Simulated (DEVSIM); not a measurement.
Structure: Si p-i-n diode, at 300 K.

| layer (left to right) | material | thickness (μm) | Nd (cm⁻³) | Na (cm⁻³) | τn (s) | τp (s) |
|---|---|---|---|---|---|---|
| 1 | Si | 0.690 | - | 6.2e18 | 2.8e-6 | 2.8e-6 |
| 2 | Si | 1.10 | 1.3e11 | - | 2.8e-6 | 2.8e-6 |
| 3 | Si | 0.560 | 4.6e17 | - | 2.8e-6 | 2.8e-6 |

Left contact: ohmic. Right contact: ohmic. Voltage is applied to the left contact. Recombination: SRH at mid-gap, Auger. Gap narrowing is on: ΔEg = 6.92 meV × (l + √(l² + 0.5)), l = ln(N/1.3e17 cm⁻³), shared equally by both band edges. Mobility is μmin + (μ − μmin)/(1 + (N/Nref)^α).

This is a model device: material constants are rounded textbook-type values typed into the input, and sizes, dopings and lifetimes were drawn at random. Values at 300 K.

```tsv
parameter	Si
gap (eV)	1.124
affinity (eV)	4.05
permittivity	11.7
Nc (cm⁻³)	2.86e19
Nv (cm⁻³)	3.1e19
μn (cm²/Vs)	1417
μp (cm²/Vs)	470
μn,min	52
μp,min	45
Nref,n	9.7e16
Nref,p	2.2e17
αn	0.68
αp	0.72
Cn (cm⁶/s)	2.8e-31
Cp (cm⁶/s)	9.9e-32
```

Simulated with DEVSIM: 1D drift-diffusion, Boltzmann statistics, complete ionisation; no tunnelling, impact ionisation, image-force lowering or self-heating.

Base results: dark forward voltage at 100 A/cm² (V) 0.780; potential step across the device at zero bias (V) 0.939; dark forward voltage at 1 A/cm² (V) 0.658.

Question: What follows from this one change: thickness of layer 3 0.56 → 0.2 μm?

Answer: dark forward voltage at 100 A/cm² 0.780 → 0.758 V; potential step across the device at zero bias little changed (0.939 V); dark forward voltage at 1 A/cm² 0.658 → 0.633 V.

Question: What follows from this one change: constant mobility in place of the doping-dependent one?

Answer: dark forward voltage at 100 A/cm² 0.780 → 0.748 V; potential step across the device at zero bias little changed (0.939 V); dark forward voltage at 1 A/cm² 0.658 → 0.626 V.
